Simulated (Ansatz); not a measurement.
For AlZnNO (model structure, started from the AlSiCN type, P3m1, No. 156, 4 atoms in the cell), PBE (Ansatz, a first-principles code, PAW) gives:

- lattice parameter a: 3.167 Å
- c axis length: 5.207 Å
- bulk modulus B0: 162 GPa
- cohesive energy: 4.68 eV/atom
- band gap: 2.20 eV

### Question
What does r²SCAN (PAW; Ansatz) give for the same quantities?

### Answer

- lattice constant a: 3.135 Å (decreases by 1.0 %)
- lattice parameter c: 5.150 Å (decreases by 1.1 %)
- bulk modulus: 181 GPa (rises by 12 %)
- cohesive energy: 4.86 eV/atom (grows by 0.18 eV/atom)
- band gap: 2.84 eV (rises by 0.64 eV)

Changes are worked out from the printed values.

Unless a cell is named, each level is at its own relaxed cell (PBE 11.31, r²SCAN 10.96 Å³/atom).

Density-functional gaps are differences of (generalised) Kohn–Sham levels.

Caveats: the bulk modulus is −V dP/dV from two relaxed cells at ±2 % in volume (PBE, r²SCAN). Ansatz's density-functional and Hartree–Fock values are scalar-relativistic unless marked +SOC, with PAW data made under PBE.

A model structure was made by putting elements into a prototype or built by hand; it is no filed structure, need not be a known phase, and can be a saddle point held by its symmetry.
